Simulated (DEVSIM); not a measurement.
System: Si/Ge p-n heterojunction, at 300 K.

```tsv
layer (left to right)	material	thickness (μm)	Nd (cm⁻³)	Na (cm⁻³)	τn (s)	τp (s)
1	Si	0.540	-	1.2e17	3.1e-7	3.1e-7
2	Ge	3.90	1.9e18	-	3.1e-7	3.1e-7
```

Left contact: ohmic. Right contact: ohmic. Voltage is applied to the left contact. Recombination: SRH at mid-gap, radiative, Auger. Mobility is μmin + (μ − μmin)/(1 + (N/Nref)^α).

The device is made up for the run: typed textbook-type constants, with dimensions and the other settings drawn at random. Values at 300 K.

| parameter | Si | Ge |
|---|---|---|
| gap (eV) | 1.124 | 0.664 |
| affinity (eV) | 4.05 | 4 |
| permittivity | 11.7 | 16 |
| Nc (cm⁻³) | 2.86e19 | 1.04e19 |
| Nv (cm⁻³) | 3.1e19 | 6e18 |
| μn (cm²/Vs) | 1417 | 3900 |
| μp (cm²/Vs) | 470 | 1900 |
| μn,min | 52 | 150 |
| μp,min | 45 | 100 |
| Nref,n | 9.7e16 | 2.6e17 |
| Nref,p | 2.2e17 | 4e17 |
| αn | 0.68 | 0.56 |
| αp | 0.72 | 0.6 |
| B (cm³/s) | 4.7e-15 | 6.4e-14 |
| Cn (cm⁶/s) | 2.8e-31 | 1e-31 |
| Cp (cm⁶/s) | 9.9e-32 | 1e-31 |

Model (solved in DEVSIM): 1D drift-diffusion, Boltzmann statistics, complete ionisation; no tunnelling, impact ionisation, image-force lowering or self-heating. Band offsets follow the typed affinities; no thermionic-emission limit at abrupt steps, no polarisation charge.

Question: Tabulate band edges, carrier densities and field at 0.65 V on the left contact.

Answer: Energies count from the Fermi level of the right contact; mesh points crowd at the junctions.

| x (μm) | Ec (eV) | Ev (eV) | n (cm⁻³) | p (cm⁻³) | field (V/cm) |
|---|---|---|---|---|---|
| 0.000 | 0.330 | -0.794 | 970 | 1.2e17 | ≈ 0 |
| 0.006921 | 0.330 | -0.794 | 1.1e12 | 1.2e17 | ≈ 0 |
| 0.02252 | 0.330 | -0.794 | 3.7e12 | 1.2e17 | ≈ 0 |
| 0.06130 | 0.330 | -0.794 | 1.0e13 | 1.2e17 | ≈ 0 |
| 0.2068 | 0.330 | -0.794 | 3.4e13 | 1.2e17 | ≈ 0 |
| 0.3881 | 0.331 | -0.793 | 6.3e13 | 1.2e17 | ≈ 0 |
| 0.4799 | 0.324 | -0.800 | 1.0e14 | 9.4e16 | -5300 |
| 0.5246 | 0.199 | -0.925 | 1.3e16 | 7.4e14 | -63000 |
| 0.5365 | 0.105 | -1.019 | 4.9e17 | 1.5e13 | -110000 |
| 0.5416 | 0.089 | -0.575 | 3.3e17 | 1.8e16 | -100000 |
| 0.5509 | 0.048 | -0.616 | 1.6e18 | 3.7e15 | -11000 |
| 0.5862 | 0.044 | -0.620 | 1.9e18 | 3.2e15 | ≈ 0 |
| 0.6552 | 0.044 | -0.620 | 1.9e18 | 3.1e15 | ≈ 0 |
| 0.8293 | 0.044 | -0.620 | 1.9e18 | 3.0e15 | ≈ 0 |
| 1.493 | 0.044 | -0.620 | 1.9e18 | 2.4e15 | ≈ 0 |
| 2.784 | 0.044 | -0.620 | 1.9e18 | 1.4e15 | ≈ 0 |
| 3.739 | 0.044 | -0.620 | 1.9e18 | 5.7e14 | ≈ 0 |
| 4.156 | 0.044 | -0.620 | 1.9e18 | 2.3e14 | ≈ 0 |
| 4.356 | 0.044 | -0.620 | 1.9e18 | 6.9e13 | ≈ 0 |
| 4.407 | 0.044 | -0.620 | 1.9e18 | 2.7e13 | ≈ 0 |
| 4.429 | 0.044 | -0.620 | 1.9e18 | 8.6e12 | ≈ 0 |
| 4.440 | 0.044 | -0.620 | 1.9e18 | 2.3e8 | ≈ 0 |
